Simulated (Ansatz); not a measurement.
Input and output of a self-consistent single point for the (001) slab of BaTiO3 (cut from a parent of space group no. 99; 10 atoms in the cell) (Ansatz, a first-principles code).

Level of theory: PBE (plane waves, PAW; Ansatz).

The change in words: vacuum of 4 angstrom (first run: 14 Å). Reference geometry:
```yaml
crystal:
  lattice:
    - [3.97005, 0.00000, 0.00000]
    - [0.00000, 3.97005, 0.00000]
    - [0.00000, 0.00000, 20.08199]
  atoms:
    - { symbol: Ba, position: [0.00000, 0.00000, 0.45126] }
    - { symbol: Ti, position: [0.50000, 0.50000, 0.35378] }
    - { symbol: O, position: [0.50000, 0.50000, 0.44665] }
    - { symbol: O, position: [0.00000, 0.50000, 0.34857] }
    - { symbol: O, position: [0.50000, 0.00000, 0.34857] }
    - { symbol: Ba, position: [0.00000, 0.00000, 0.65143] }
    - { symbol: Ti, position: [0.50000, 0.50000, 0.55394] }
    - { symbol: O, position: [0.50000, 0.50000, 0.64682] }
    - { symbol: O, position: [0.00000, 0.50000, 0.54874] }
    - { symbol: O, position: [0.50000, 0.00000, 0.54874] }
```

Reference input (self-consistent single point, DFT, PBE, plane waves, default PAW files): basis.ecutwfc = 30.9 Ry; kpoints.mp_grid.grid = 6 6 1; hamiltonian.xc = pbe; hamiltonian.pseudopotentials = {kind: paw} (the program's default PAW files); scf.occupations.method = fermi_dirac; scf.occupations.width = 0.0015 Ry. This run's input differs from it in these lines:

Ansatz 0.2 input:
```diff
@@ -4,14 +4,14 @@
     - [0.00000000, 3.97005000, 0.00000000]
-    - [0.00000000, 0.00000000, 20.08199400]
+    - [0.00000000, 0.00000000, 10.08199300]
   atoms:
-    - { symbol: Ba, position: [0.00000000, 0.00000000, 0.45126000] }
-    - { symbol: Ti, position: [0.50000000, 0.50000000, 0.35377500] }
-    - { symbol: O, position: [0.50000000, 0.50000000, 0.44665400] }
-    - { symbol: O, position: [0.00000000, 0.50000000, 0.34857100] }
-    - { symbol: O, position: [0.50000000, 0.00000000, 0.34857100] }
-    - { symbol: Ba, position: [0.00000000, 0.00000000, 0.65142900] }
-    - { symbol: Ti, position: [0.50000000, 0.50000000, 0.55394400] }
-    - { symbol: O, position: [0.50000000, 0.50000000, 0.64682300] }
-    - { symbol: O, position: [0.00000000, 0.50000000, 0.54874000] }
-    - { symbol: O, position: [0.50000000, 0.00000000, 0.54874000] }
+    - { symbol: Ba, position: [0.00000000, 0.00000000, 0.40291600] }
+    - { symbol: Ti, position: [0.50000000, 0.50000000, 0.20873900] }
+    - { symbol: O, position: [0.50000000, 0.50000000, 0.39374200] }
+    - { symbol: O, position: [0.00000000, 0.50000000, 0.19837300] }
+    - { symbol: O, position: [0.50000000, 0.00000000, 0.19837300] }
+    - { symbol: Ba, position: [0.00000000, 0.00000000, 0.80162700] }
+    - { symbol: Ti, position: [0.50000000, 0.50000000, 0.60744900] }
+    - { symbol: O, position: [0.50000000, 0.50000000, 0.79245200] }
+    - { symbol: O, position: [0.00000000, 0.50000000, 0.59708400] }
+    - { symbol: O, position: [0.50000000, 0.00000000, 0.59708400] }
 basis:
```

Output, abridged:

```
SCF iter   1: F=—  HF=-20317.736794 eV  |F-HF|=—  |Δ(HF+E_count)|=         —  Δρ=2.92e-3  dr2=5.80e-2  ethr=1.77e-3  ⟨swp⟩=7.0  Hψ=2209  notcnv=0
all-band conjugate gradients solve this SCF's bands
preconditioner: auto → Resta (q_TF=auto, 2.433 Å⁻¹)
SCF iter   2: F=—  HF=-20317.727139 eV  |F-HF|=—  |Δ(HF+E_count)|=   9.65e-3  Δρ=1.40e-3  dr2=1.51e-2  ethr=7.25e-5  ⟨swp⟩=2.9  Hψ=719  notcnv=0  defer=24
   [... lines left out ...]
SCF iter   7: F=—  HF=-20317.722806 eV  |F-HF|=—  |Δ(HF+E_count)|=   7.37e-4  Δρ=8.23e-5  dr2=1.43e-5  ethr=1.06e-7  ⟨swp⟩=2.2  Hψ=770  notcnv=0  defer=24
SCF iter   8: F=—  HF=-20317.722808 eV  |F-HF|=—  |Δ(HF+E_count)|=   1.48e-6  Δρ=4.20e-5  dr2=3.66e-6  ethr=1.78e-8  ⟨swp⟩=2.0  Hψ=678  notcnv=0  defer=24
SCF iter   9: F=—  HF=-20317.722809 eV  |F-HF|=—  |Δ(HF+E_count)|=   1.25e-6  Δρ=1.54e-5  dr2=5.19e-7  ethr=4.58e-9  ⟨swp⟩=2.0  Hψ=726  notcnv=0  defer=24
SCF iter  10: F=-20317.722810 eV  HF=-20317.722809 eV  |F-HF|=6.70e-8  |Δ(HF+E_count)|=   3.68e-7  Δρ=6.98e-6  dr2=7.73e-8  ethr=1.25e-10  ⟨swp⟩=10.7  Hψ=2579  notcnv=0
SCF 1 converged in 10 iterations: F = -20317.722810 eV  dr2 = 7.73e-8
Free energy (F): -20317.722810 eV
Internal energy: -20317.722810 eV  (E = F + TS)
E sigma→0 (E₀):  -20317.722810 eV
Entropy (-TS):   -0.000000 eV (-0.000 meV/atom)
Fermi energy:    8.944749 eV
--- Forces (eV/Å), atoms counted from 1 ---
  atom   1  Ba     0.00000000     0.00000000    -1.12953383
  atom   2  Ti     0.00000000     0.00000000     1.41733249
  atom   3  O      0.00000000     0.00000000    -0.12609323
  atom   4  O     -0.00000000     0.00000000    -0.63534927
  atom   5  O      0.00000000     0.00000000    -0.63534927
  atom   6  Ba     0.00000000     0.00000000     0.15760218
  atom   7  Ti    -0.00000000     0.00000000     0.07513046
  atom   8  O      0.00000000     0.00000000    -0.01641651
  atom   9  O      0.00000000     0.00000000     0.44637798
  atom  10  O     -0.00000000     0.00000000     0.44637798
--- Stress (GPa, compression-positive) ---
       -0.963042       0.000000       0.000000
        0.000000      -0.963042       0.000000
        0.000000       0.000000      -0.731697
  P = ⅓ Tr σ = -0.8859 GPa (-8.859 kbar)
  The stress holds the Pulay correction. Without it, at fixed plane waves, as pw.x and ABINIT print it: P = -1.3215 GPa
```

The run converged in 10 iterations. Against the reference run the free energy drops by 52.6 meV/atom, the largest force goes from 1.621 to 1.417 eV/Å and a clean gap of 0.58 eV is found on the mesh, where there was none.

The starting cell has typed, rounded lattice constants, without a prior relaxation at this level. The slab is cut from that crystal, and its faces are unrelaxed. Its lattice was rescaled by up to half a per cent. Spin polarisation is off, though cut faces can carry moments; a gap of a slab can lie between surface states. The two faces of this cut differ, and no dipole correction was used. Forces in this geometry exceed 1 eV/Å.
